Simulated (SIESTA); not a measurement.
**A worked fit of the energy against the mesh, with one run withheld: InP (R3m, 2 atoms in the cell)**

```
InP
1.0
    0.00000     2.92619     2.92619
    2.92619     0.00000     2.92619
    2.92619     2.92619     0.00000
In P
1 1
Direct
  0.00493   0.00493   0.00493
  0.25000   0.25000   0.25000
```

Computed with LDA PW92, numerical atomic orbitals DZP, PseudoDojo LDA standard norm-conserving potentials (rewritten from UPF to PSML) (SIESTA).

Base settings: XC.functional = LDA; XC.authors = PW92; potentials = PseudoDojo LDA standard; PAO.BasisSize = DZP; PAO.EnergyShift = 0.01 Ry; MeshCutoff = 350 Ry; kgrid.MonkhorstPack = 7 7 7; OccupationFunction = FD; ElectronicTemperature = 20 meV; MaxSCFIterations = 150.

The last step of the ladder, which sets the zero, is kgrid.MonkhorstPack = 21 21 21.

The starting cell has typed, rounded lattice constants, without a prior relaxation at this level. Its lattice was rescaled by up to half a per cent. One atom was moved a little off its site on purpose. Values carry the incompleteness of an atom-centred basis.

In a gapped crystal the sum over the mesh converges exponentially with the size of the supercell that the mesh stands for: ln(ΔF) = a + b·N.

| kgrid.MonkhorstPack | divisions along the first axis | F less the last step's (meV/atom) | ln of it |
|---|---|---|---|
| 6 6 6 | 6 | 7.79 | 2.053 |
| 7 7 7 | 7 | 3.10 | 1.131 |
| 8 8 8 | 8 | 1.37 | 0.315 |
| 9 9 9 | 9 | ? | ? |
| 10 10 10 | 10 | 0.31 | -1.171 |

Problem. Fit the line to the 4 rows given and predict the withheld one.

Solution. Means: x̄ = 7.7500, ȳ = 0.58200. Σ(x − x̄)(y − ȳ) = -6.997 and Σ(x − x̄)² = 8.750, so b = -0.7997 and a = ȳ − b·x̄ = 6.7797; each further division cuts the miss by a factor of 2.2. The largest residual of the fitted rows is 0.071. At x = 9 the line gives -0.418, that is 0.66 meV/atom. The run gave 0.64 meV/atom, a miss of 0.02 meV/atom (3 %). The table is a window of a longer ladder. The rows were chosen because the form fits them, the withheld one included, so this shows the method and is no test of the form.

Left out of this page: 10 runs of the series outside the window shown, repeating another row's setting, or not comparable.
